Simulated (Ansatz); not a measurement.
N_O+V_O in monoclinic HfO2 (start: the O(2,4-fold) site; O(1,3-fold) 2.55 Å away; 96-site cell, 2×2×2 shifted sampling). The numbers are results of PBE, PAW (plane waves to 420 eV; Ansatz, a first-principles code), not measurements. Total energies of the localised charge states, counted from that of charge +1, and their image corrections (point charge with alignment); the host's valence-band maximum lies at 13.691 eV on the cells' energy zero and its gap is 4.04 eV.

```json
[
 {"charge": "+1", "moment (μB)": "not spin-polarised", "E − E(first) (eV)": "0.000", "correction (eV)": "0.005"},
 {"charge": "0", "moment (μB)": "1.0", "E − E(first) (eV)": "16.670", "correction (eV)": "0.000"}
]
```

**Question.** Derive the transition levels above the valence-band maximum and say which of them are thermodynamic.

**Answer.** A level is the Fermi energy at which two charges have equal formation energy: ε(q/q′) = [E(q′) + corr(q′) − E(q) − corr(q)] / (q − q′) − E_VBM.
ε(+1/0) = [(16.670 + 0.000) − (0.000 + 0.005)] / 1 − 13.691 = 2.97 eV
Thermodynamic levels at least 0.1 eV inside the gap: (+1/0) at 2.97 eV. They hold to tenths of an eV in this cell. Only the charges listed were compared. The geometries come from one start. Flagged in the runs: a host whose relaxation on this sampling wasn't shown to rest, a strain field that reaches the edge of the cell.
